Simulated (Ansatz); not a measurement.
For SnSe (model structure, started from the 4H type, P6₃mc, No. 186, 8 atoms in the cell), LDA (plane waves, PAW; Ansatz, a quantum-chemistry and plane-wave program) gives:

```
Property                   Result
-------------------  ------------
lattice parameter a       4.970 Å
lattice parameter c      11.627 Å
cohesive energy      3.99 eV/atom
band gap                  0.23 eV
```

Question: What does r²SCAN+rVV10 in Ansatz (PAW) give for the same quantities?

Answer: 
- lattice constant a: 5.052 Å (grows by 1.6 %)
- lattice parameter c: 11.784 Å (rises by 1.4 %)
- cohesive energy: 3.35 eV/atom (shrinks by 0.64 eV/atom)
- band gap: 0.48 eV (increases by 0.25 eV)

Changes are worked out from the printed values.

Unless a cell is named, each level is at its own relaxed cell (LDA 31.09, r²SCAN+rVV10 32.55 Å³/atom).

Levels without +SOC leave out spin–orbit coupling, which shifts energies and cells of such heavy elements.

Spin–orbit coupling is included only where a level's name says +SOC; with heavier elements it mostly lowers gaps and can invert bands. Density-functional gaps are differences of (generalised) Kohn–Sham levels.

Ansatz's density-functional and Hartree–Fock values are scalar-relativistic unless marked +SOC, with PAW data made under PBE.

A model structure was made by putting elements into a prototype or built by hand; it is no filed structure, need not be a known phase, and can be a saddle point held by its symmetry.
